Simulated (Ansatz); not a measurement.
The starting structures come from a database of crystals and need not be the phases stable at ambient conditions.

By PBEsol, the system below comes out a metal.

Without scattering a metal conducts by its projected Fermi surface.

Consider the following.

```xyz
5
Lattice="5.0621 0.0000 0.0000 0.0000 6.8753 0.0000 0.0000 3.4377 1.9847" Properties=species:S:1:pos:R:3 pbc="T T T"
Si     4.0542     4.5836     0.0000
Si     1.0079     2.2918     0.0000
Rh     1.6521     4.5836     0.0000
Rh     3.4100     2.2918     0.0000
Rh     0.0000     0.0000     0.0000
```

Space group of this cell: P-3m1. The cell is taken as given; by PBEsol its mean pressure is -2.5 GPa.

The current flows along the normal of the first two printed cell vectors, the (110) plane of the conventional cell. No spin-orbit coupling; the value is a mean over 0.1 eV about the Fermi level.

Compute, with PBEsol (Ansatz, an electronic-structure program), the ballistic conductance per area.

0.56 × 10¹⁵ S/m² for both spins.
